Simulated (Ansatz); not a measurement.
The reference is TiAl (space group P4/mmm, No. 123; relaxed with 0.1 eV smearing).

```xyz
2
Lattice="2.8241 0.0000 0.0000 0.0000 2.8241 0.0000 0.0000 0.0000 4.0748" Properties=species:S:1:pos:R:3 pbc="T T T"
Ti     0.0000     0.0000     0.0000
Al     1.4120     1.4120     2.0374
```

Cartesian axes are those of the cell as printed.

Computed with PBE (Ansatz, a quantum-chemistry and plane-wave program, PAW, no spin-orbit coupling).

Modification: every lattice vector is shortened by 1.50 %; the atoms relax in the strained cell.

### Question
Predict the stress tensor and what it implies for the stiffness.

### Answer
Stress of the strained cell less that of the base (GPa, compression positive):
```
    5.6     0.0     0.0
    0.0     5.6     0.0
    0.0     0.0     5.6
```

Then B = −ΔP/(ΔV/V₀) with ΔV/V₀ = -0.0443 gives secant stiffness values (nonlinear terms included at this strain): B (at held cell shape, above the free-shape value) ≈ 126 GPa.

As a check, the harmonic strain energy −½ V₀ Δσ:ε is 13 meV/atom; the computed energy rise is 12 meV/atom.

No phonon test of stability was made. All final runs are without spin polarisation.
